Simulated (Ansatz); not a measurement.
## What pressure −2 GPa does to hypothetical P6_422 BP

Base system: BP (space group P6_422, No. 181; a = 3.260 Å, c = 6.940 Å; a hypothetical phase, not in the database extracts checked).

Perturbation: hydrostatic tension (pressure −2 GPa).

Calculations: PBEsol (Ansatz, an electronic-structure program), scalar-relativistic without spin-orbit coupling. k-mesh 12×12×5 (Γ-centred); smearing 0.05 eV (Fermi–Dirac).

The volume per atom goes up by 0.12 Å³ to 10.76 Å³ and the density shrinks by 0.04 g/cm³, from 3.26 g/cm³ to 3.22 g/cm³. The lattice parameter a goes up by 0.012 Å to 3.272 Å and the shortest interatomic distance grows by 0.007 Å to 2.006 Å. The enthalpy H = E + PV relative to the base's energy amounts to -0.13 eV/atom and the band gap remains zero.

Final structure:

```yaml
crystal:
  lattice:
    - [3.27164, 0.00000, 0.00000]
    - [-1.63582, 2.83332, 0.00000]
    - [0.00000, 0.00000, 6.96750]
  atoms:
    - { symbol: B, position: [0.00000, 0.50000, 0.33333] }
    - { symbol: B, position: [0.50000, 0.50000, 0.66667] }
    - { symbol: B, position: [0.50000, 0.00000, 0.00000] }
    - { symbol: P, position: [0.00000, 0.50000, 0.83333] }
    - { symbol: P, position: [0.50000, 0.50000, 0.16667] }
    - { symbol: P, position: [0.50000, 0.00000, 0.50000] }
```

The mesh was chosen for an insulator and is coarse for the gapless case. Load acts through the strain it causes; cell and atoms are relaxed under it. Whether these cells are dynamically stable was not tested. The base started in P3_121 and relaxed to P6_422 at this level. All final runs are without spin polarisation. A zero or small gap of BP can be the functional's error rather than a property of the material.
